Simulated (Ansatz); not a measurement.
## Effective masses and thermopower of MoS₂ under load (space group R3m)

Data:

```yaml
crystal:
  lattice:
    - [1.54791, 0.89369, 5.80639]
    - [-1.54791, 0.89369, 5.80639]
    - [0.00000, -1.78738, 5.80639]
  atoms:
    - { symbol: Mo, position: [0.99973, 0.99973, 0.99973] }
    - { symbol: S, position: [0.42307, 0.42307, 0.42307] }
    - { symbol: S, position: [0.24322, 0.24322, 0.24322] }
```

Calculation: PBEsol+D3BJ with spin-orbit coupling, rigid bands (plane waves, PAW; Ansatz, an electronic-structure program). Condition of this run: biaxial stress xx = yy = 2 GPa (compression positive) (the target of the relaxation). Cell: cell and atoms relaxed with PBEsol+d3bj, then loaded as said.

The band gap is 0.49 eV and the electron conductivity mass (300 K, dilute) comes out as 0.61 (x), 0.61 (y), 0.42 (z) mₑ. The hole conductivity mass (300 K, dilute) is 0.52 (x), 0.52 (y), 1.08 (z) mₑ. The effective density of states N_c (300 K) is 3.4e19 cm⁻³. The effective density of states N_v (300 K) is 1.4e19 cm⁻³ and the density-of-states mass, electrons comes out as 1.23 mₑ. The density-of-states mass, holes is 0.67 mₑ. The Seebeck coefficient, n-type 1e19 cm⁻³, 300 K is -345 μV/K and the best n-type power factor at 300 K for τ = 10 fs (best axis; densities from 1e16 to 1e21 cm⁻³ tried, whether or not they can be reached) comes out as 22 μW/(cm·K²) at 3e20 cm⁻³. The Seebeck coefficient, p-type 1e19 cm⁻³, 300 K is 245 μV/K and the best p-type power factor at 300 K for τ = 10 fs (best axis; densities from 1e16 to 1e21 cm⁻³ tried, whether or not they can be reached) comes out as 4.2 μW/(cm·K²) at 3e19 cm⁻³.

Rigid bands; masses and Seebeck coefficients take one relaxation time τ for all states and one kind of carrier; polarons and phonon drag are left out. Geometry: cell and atoms relaxed with PBEsol+D3(BJ).

PBEsol with a dispersion correction tends to overbind, so the cell can be several per cent short, in bad cases over ten, which usually narrows a gap: MoS2 under load (space group R3m).
